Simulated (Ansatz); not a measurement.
An Ansatz (an electronic-structure program) run: WSi2 with a change (pressure 1.8 GPa); r2SCAN, PAW, 500 eV (Ansatz; scalar-relativistic without spin-orbit coupling), earlier PAW set.

Input:

Ansatz 0.2 input:
```yaml
crystal:
  lattice:
    - [-1.6061460668, 1.6061460668, 3.9028836301]
    - [1.6061460668, -1.6061460668, 3.9028836301]
    - [1.6061460668, 1.6061460668, -3.9028836301]
  atoms:
    - { symbol: W, position: [0, 0, 0] }
    - { symbol: Si, position: [0.3348646768, 0.3348646768, 0] }
    - { symbol: Si, position: [0.6651353232, 0.6651353232, 0] }
basis: { ecutwfc: 500, ecutrho_ratio: 4, xc_grid: 4, fft_grid_basis: typed }
kpoints: { mp_grid: { grid: [20, 20, 20] } }
hamiltonian:
  xc: r2scan
  dispersion: none
  pseudopotentials: { azcp: { folder: ./paw }, kind: paw }
scf: { occupations: { method: fermi_dirac, width: 0.05 } }
relax: { f_tol: 0.01, max_steps: 60, cell: { stress_tol: 0.02, p_target: 1.8 } }
output: { forces: true, stress: true }
checkpoint: { write: state.ck, write_every: 1000 }
```

Output (explanatory and most iteration lines left out):

```
Relaxation: its limit of steps is 60 (relax.max_steps)
Pseudopotential: W, paw, valence charge 14
Pseudopotential: Si, paw, valence charge 4
Crystal: 3 atoms, lattice volume = 40.273 Å³
Basis set: ecut = 500 eV, 1023 PW (Γ), exchange–correlation on 144×144×144 points (64 copies of the dense FFT grid, shifted against one another)
Bands: 15, of which v1, the nominal top of the filled ones, is band 11 counted from 1 (10 counted from 0)
Symmetry: 16 space group operations
Space group: I4/mmm (ITA 139), of the structure as read, at distance tolerance 3.4e-5 Å
k-points: 641 of 8000
Functional: x = r2scan, c = r2scan; τ floored in thin density (d = 2e-4 eV/Å³)
SCF iter   1: F=—  HF=-11677.248178 eV  |F-HF|=—  |Δ(HF+E_count)|=         —  Δρ=4.69e-2  dr2=7.80e-1  dr2_τ=4.57e-2  ethr=3.10e-3  ⟨swp⟩=6.0  Hψ=60208  notcnv=0
SCF iter   2: F=—  HF=-11677.315405 eV  |F-HF|=—  |Δ(HF+E_count)|=   6.72e-2  Δρ=2.85e-2  dr2=2.47e-1  dr2_τ=1.13e-2  ethr=3.10e-3  ⟨swp⟩=2.0  Hψ=17383  notcnv=0
SCF 1 converged in 7 iterations: F = -11677.316433 eV  dr2 = 6.63e-8
relax step   1: F+E_penalty+E_count = -11677.31643260 eV  Δ(F+E_penalty+E_count) = +0.000e0 eV  max|allowed force component| = 7.292e-5 eV/Å  Δτ_max = 0.0000 Å  P = +0.001 GPa  Ω = 40.273 Å³  (7 SCF iters, dr2 threshold 1.00e-7 eV, accepted)
[... steps on the carried basis left out ...]
relax step   4: F+E_penalty+E_count = -11677.31475344 eV  Δ(F+E_penalty+E_count) = +7.778e-5 eV  max|allowed force component| = 6.851e-3 eV/Å  Δτ_max = 0.0000 Å  P = +1.794 GPa  Ω = 39.970 Å³  stress off target by 1.21e-2 GPa  SCF on the basis re-selected at this cell (its energy is not comparable with the rows above)  (5 SCF iters)
SCF converged after 5 iterations
Free energy (F): -11677.314753 eV
Internal energy: -11677.313259 eV  (E = F + TS)
E sigma→0 (E₀):  -11677.314006 eV
Entropy (-TS):   -0.001494 eV (-0.498 meV/atom)
Fermi energy:    16.841170 eV
--- Forces (eV/Å), atoms counted from 1 ---
  atom   1  W      0.00000000     0.00000000     0.00000000
  atom   2  Si     0.00000000    -0.00000000    -0.00685070
  atom   3  Si    -0.00000000    -0.00000000     0.00685070
--- Stress (GPa, compression-positive) ---
        1.787898       0.000000       0.000000
        0.000000       1.787898       0.000000
        0.000000       0.000000       1.807425
  P = ⅓ Tr σ = 1.7944 GPa (17.944 kbar)
--- Relaxed structure (3 steps of the walk, 3 accepted, 1 SCFs on fresh bases) ---
  cell:  # Å, volume = 39.9704 Å³
    - [-1.601797687969018, 1.601797687969018, 3.8946069318052388]
    - [1.601797687969018, -1.601797687969018, 3.8946069318052388]
    - [1.601797687969018, 1.601797687969018, -3.8946069318052388]
  atoms:
    - { symbol: W, position: [-9.259838581263954e-21, -9.259838581263946e-21, 1.3427423239315953e-35] }
    - { symbol: Si, position: [0.33477229133365, 0.33477229133365, -9.909194418647258e-36] }
    - { symbol: Si, position: [0.6652277086663501, 0.6652277086663501, -8.866005175097457e-36] }
```

Load acts through the strain it causes; cell and atoms are relaxed under it. No phonon test of stability was made. The final runs are not spin-polarised. The cell was made from WSi₂ (space group I4/mmm, No. 139) by this change: pressure 1.8 GPa.
